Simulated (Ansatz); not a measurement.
The reference is ScAl3 in the Cu3Au type structure (space group Pm-3m, No. 221; a = 4.0718 Å). Axes: x, y, z lie along the cube axes.

Level of theory: Kohn–Sham DFT with the PBEsol functional, run in Ansatz (a first-principles code) with PAW and 420 eV plane waves, no spin-orbit coupling.

Before the change:

The pressure is 0.0 GPa, the shortest interatomic distance is 2.879 Å and the band gap comes out as zero.

Modification: tensor shear ε_xz = −3.61 % (engineering shear γ = -0.0722), atoms relaxed at fixed cell.

Question: Estimate the effect on the energy relative to the base, pressure, shortest interatomic distance and band gap.

Answer: The energy goes up by 21 meV/atom; the pressure (mean of the normal stresses, compression positive) goes from zero to 0.7 GPa; the shortest interatomic distance shrinks by 0.104 Å (2.879 Å → 2.775 Å); the band gap stays zero.

Without a gap, meshes like the base's 12×12×12 leave anisotropic stresses uncertain by several tenths of a GPa, and small strain energies with them. The cells carry an imposed strain or load. No phonon test of stability was made. All final runs are without spin polarisation.
